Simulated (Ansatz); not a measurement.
Consider SiO2 in the CdI2 type structure (space group P-3m1, No. 164; a = 2.6699 Å, c = 4.5093 Å; a hypothetical phase, not in the database extracts checked; layered, stacked along the Cartesian z axis).

Perturbation: hydrostatic tension (pressure −1 GPa).

Levels (all Ansatz, an electronic-structure program, PAW, earlier PAW set): PBEsol-D3(BJ) (420 eV, no spin-orbit coupling); r2SCAN (500 eV, scalar-relativistic without spin-orbit coupling); HSE06 (420 eV, scalar-relativistic without spin-orbit coupling); PBEsol+SOC (420 eV, noncollinear with spin-orbit coupling); HSE06+SOC (420 eV, with spin-orbit coupling).

One geometry, relaxed with PBEsol-D3(BJ), under each level:

```tsv
level	band gap	lowest conduction level above the VBM at special points	electron mass
PBEsol-D3(BJ)	6.29 eV	Γ 6.29 eV; A 7.27 eV; M 7.78 eV; L 7.90 eV	0.76 mₑ along c, 0.38 mₑ across (at Γ)
r2SCAN	___	___	___
HSE06	8.35 eV	Γ 8.35 eV; A 9.44 eV; M 9.93 eV	–
PBEsol+SOC	6.29 eV	Γ 6.29 eV; A 7.27 eV; M 7.78 eV; L 7.90 eV	0.76 mₑ along c, 0.38 mₑ across (at Γ)
HSE06+SOC	8.35 eV	Γ 8.35 eV; A 9.44 eV; M 9.92 eV	–
```

Problem. Give the withheld r2SCAN results.

Solution. 
- r2SCAN, band gap: 7.22 eV
- r2SCAN, lowest conduction level above the VBM at special points: Γ 7.22 eV; A 8.28 eV; M 8.89 eV; L 9.00 eV
- r2SCAN, electron mass: 0.73 mₑ along c, 0.38 mₑ across (at Γ)

Single points use the geometry relaxed with PBEsol-D3(BJ). Their cutoffs differ, which shifts pressures a little. The hybrid gap comes from the SCF mesh plus the semilocal run's edge points and a few special points and is an upper bound. The spin-orbit shifts are approximate. Load acts through the strain it causes; cell and atoms are relaxed under it. Masses are band curvatures over ±0.01 Å⁻¹ around the edge. Stability against distortions was not tested.
